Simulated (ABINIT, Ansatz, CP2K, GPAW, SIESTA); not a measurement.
# One structure in several programs: ZnSe (F-43m, 2 atoms in the cell)

Band-structure calculation.

```
ZnSe
1.0
    0.00000     2.82027     2.82027
    2.82027     0.00000     2.82027
    2.82027     2.82027     0.00000
Zn Se
1 1
Direct
  0.00000   0.00000   0.00000
  0.75000   0.75000   0.75000
```

Shared settings, as Ansatz (a program for electronic structure) writes them: kpoints.mp_grid.grid = 10 10 10; scf.occupations.method = fermi_dirac; scf.occupations.width = 0.02 eV. Potentials and cutoffs stand in the table.

| code | model | gap along the path (eV) | smallest direct gap (eV) | cutoff |
|---|---|---|---|---|
| SIESTA | GGA PBE, numerical atomic orbitals DZP, PseudoDojo PBE standard norm-conserving potentials (rewritten from UPF to PSML) | 1.56 | 1.56 | grid 350 Ry |
| CP2K | PBE, GPW, DZVP-MOLOPT-SR-GTH basis, GTH-PBE potentials (GTH_POTENTIALS) | 1.36 | 1.36 | grid 600 Ry |
| GPAW | PBE, GPAW PAW datasets PBE (gpaw-data 1.0.1) | 1.36 | 1.36 | 850 eV |
| ABINIT | PBE, PAW (JTH v2.0 PBE PAW) | 1.35 | 1.35 | 30 Ha |
| Ansatz | PBE, default PAW files | 1.35 | 1.35 | default |

The spread over the programs that give each value: gap along the path within 0.21 eV; smallest direct gap within 0.21 eV.

SIESTA and CP2K use small atom-centred bases, whose incompleteness enters pressures, forces and empty levels differently from a plane-wave cutoff.

In the gap along the path, SIESTA stands apart from the plane-wave programs.

The starting cell comes from a database of computed structures (which also holds hypothetical and non-ambient phases and stackings), without a prior relaxation at this level. Its lattice was rescaled by a random factor within 2.5 % of one.

Left out of this page: Quantum ESPRESSO, Elk and FLEUR (not drawn, or without a comparable value).

Keys are those of Ansatz 0.2.
